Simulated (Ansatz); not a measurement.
**GaS, response to strain and stress**

The reference is GaS in the beta-GaS type structure (space group P6_3/mmc, No. 194; a = 3.534 Å, c = 15.041 Å; layered, stacked along the Cartesian z axis). Axes: x lies along a and z along c of the hexagonal cell.

Strains are applied to the cell and any free atomic positions relax; under stress the whole cell relaxes.

Level of theory: DFT with PBEsol-D3(BJ), PAW potentials and a 420 eV plane-wave cutoff in Ansatz (an electronic-structure program), no spin-orbit coupling, earlier PAW set.

Candidates:
(a) uniaxial stress, 5 GPa compression along x
(b) isotropic strain −2.72 %
(c) isotropic strain −5.24 %

Notes on the quantities. energy relative to the base: free energy F.

Order them by energy relative to the base, highest first.

(c) isotropic strain −5.24 % (+92 meV/atom), (b) isotropic strain −2.72 % (+22 meV/atom), (a) uniaxial stress, 5 GPa compression along x (+12 meV/atom)

Stability under load was not tested beyond the relaxation.
